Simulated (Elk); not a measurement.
Input and output of a self-consistent single point for Mn3Si (Fm-3m, 4 atoms in the cell) (Elk).

Method of the run: Elk with PBEsol, all-electron FP-LAPW, Elk's shipped species files, APW+lo basis with extra local orbitals.

```
CELL_PARAMETERS angstrom
      0.00000     2.82192     2.82192
      2.82192     0.00000     2.82192
      2.82192     2.82192     0.00000
ATOMIC_POSITIONS crystal
  Mn 0.25000 0.25000 0.25000
  Mn 0.75000 0.75000 0.75000
  Mn 0.50000 0.50000 0.50000
  Si 0.00000 0.00000 0.00000
```
Moments meant for the start (each program seeds them in its own way; μB, in the order of the atoms Mn Mn Mn Si): 4.0 4.0 4.0 0.0.

Reference input (self-consistent single point, DFT, LDA (PW92), all-electron FP-LAPW, Elk's shipped species files, APW+lo basis with extra local orbitals): xctype = 3; spinpol = true; rgkmax = 8; stype = 3; swidth = 0.00367493 Ha; ngridk = 7 7 7; reducebf = 0.5; gmaxvr = 14 1/bohr; nxlo = 2; lorbcnd = true; lmaxi = 3; nempty = 8 per atom. This run's input differs from it in these lines:

```diff
@@ -4,3 +4,3 @@
 xctype
-  3
+  22
```

Output, abridged:

```
│ Self-consistent loop started │
│ Loop number : 1 │
 total energy                :     -3767.40877862
 total moment                :    7.150145693
│ Loop number : 2 │
 total energy                :     -3767.71999387
 total moment                :    7.148666062
RMS change in Kohn-Sham potential (target) :    3.691937663     (  0.1000000000E-05)
Absolute change in total energy (target)   :   0.3112152506     (  0.1000000000E-03)
│ Loop number : 3 │
 total energy                :     -3768.44658052
 total moment                :    2.357964811
RMS change in Kohn-Sham potential (target) :    3.411394277     (  0.1000000000E-05)
   [... lines left out ...]
│ Loop number : 63 │
 total energy                :     -3762.33640304
 total moment                :   -1.108312410
RMS change in Kohn-Sham potential (target) :   0.1371761918E-05 (  0.1000000000E-05)
Absolute change in total energy (target)   :   0.4382915495E-04 (  0.1000000000E-03)
│ Loop number : 64 │
 total energy                :     -3762.33637136
 total moment                :   -1.108158065
RMS change in Kohn-Sham potential (target) :   0.3806491440E-06 (  0.1000000000E-05)
Absolute change in total energy (target)   :   0.4263758774E-04 (  0.1000000000E-03)
Convergence targets achieved

│ Loop number : 65 │

Energies :
 Fermi                       :     0.404152857326
 xc effective B-field        :    -0.131028583966
 external B-field            :      0.00000000000
 total energy                :     -3762.33635968
 (external B-field energy excluded from total)

Density of states at Fermi energy :    95.58710901
 (states/Hartree/unit cell)

Estimated indirect band gap :   0.5729652992E-03
 from k-point      5 to k-point      6
Estimated direct band gap   :   0.2098138713E-02
 at k-point     10

Charges :
 core                        :    40.00000000
 valence                     :    49.00000000
 interstitial                :    4.888853975
 muffin-tins (core leakage)
  species :    1 (Mn)
   atom    1                 :    23.93425970     (  0.2210143180E-10)
   [... lines left out ...]

Moments :
 interstitial                :  -0.2871286437E-01
 muffin-tins
  species :    1 (Mn)
   atom    1                 :   0.6410559636
   atom    2                 :   0.6410559636
   atom    3                 :   -2.333955888
  species :    2 (Si)
   atom    1                 :  -0.2755054063E-01
 total in muffin-tins        :   -1.079394501
 total moment                :   -1.108107365

│ Self-consistent loop stopped │
```

The run converged in 65 iterations. The count includes the last loop, which Elk runs after its targets are met. Against the reference run the size of the net moment goes from 0.32 to 0.28 μB/atom.

The starting cell comes from a database of computed structures (which also holds hypothetical and non-ambient phases and stackings), without a prior relaxation at this level. The magnetic order is the one reached from the typed start; others were not searched systematically. Values depend on the basis (sphere radii, cutoffs, local orbitals), which need not be converged. The log's line on a gap gives a spacing of levels on this mesh, which the program prints for metals too.

Cost on one core of a shared machine: roughly 3 min.
